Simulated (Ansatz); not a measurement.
LiNbO3: biaxial strain +1.50 %, plane normal [001], relaxed out of plane

Base system: LiNbO3 (space group R3c, No. 161).

```
LiNbO3
1.0
    2.56733     1.48225     4.60804
   -2.56733     1.48225     4.60804
    0.00000    -2.96450     4.60804
Li Nb O
2 2 6
Direct
  0.28078   0.28078   0.28078
  0.78078   0.78078   0.78078
  0.99839   0.99839   0.99839
  0.49839   0.49839   0.49839
  0.10932   0.35998   0.71863
  0.71863   0.10932   0.35998
  0.35998   0.71863   0.10932
  0.21863   0.85998   0.60932
  0.85998   0.60932   0.21863
  0.60932   0.21863   0.85998
```

Cartesian axes are those of the cell as printed.

It is then changed as follows: tensile biaxial strain of 1.50 % in the plane normal to [001], as in epitaxy on a mismatched substrate; the out-of-plane cell vector and the atoms relax.

Computed with DFT with PBEsol, PAW potentials and a 420 eV plane-wave cutoff in Ansatz (a quantum-chemistry and plane-wave program), spin-orbit coupling left out. Γ-centred 8×8×8 mesh, Fermi–Dirac width 0.05 eV.

The shortest interatomic distance rises by 0.0032 Å to 1.886 Å and the energy grows by 3.1 meV/atom. The pressure (mean of the normal stresses, compression positive) goes from zero to -2.06 GPa and the band gap falls by 0.04 eV, from 3.51 eV to 3.47 eV (an upper bound: an edge found on the path is not a true extremum; both cells). The out-of-plane strain amounts to -0.84 % and the ratio −ε⊥/ε∥ amounts to 0.56. The mean in-plane stress (compression positive) amounts to -3.1 GPa.

Final structure (turned so that z lies along the plane normal):

```
LiNbO3
1.0
    5.21168     0.00000     0.00000
    2.60584     4.51345     0.00000
    2.60584    -1.50448     4.56930
Li Nb O
2 2 6
Direct
  0.44064   0.27968   0.83904
  0.44064   0.77968   0.33904
  0.00249   0.99875   0.99626
  0.00249   0.49875   0.49626
  0.92634   0.35369   0.18866
  0.53131   0.11501   0.18866
  0.16502   0.71997   0.18866
  0.53131   0.85369   0.68866
  0.16502   0.61501   0.68866
  0.92634   0.21997   0.68866
```

Stability against distortions was not tested.
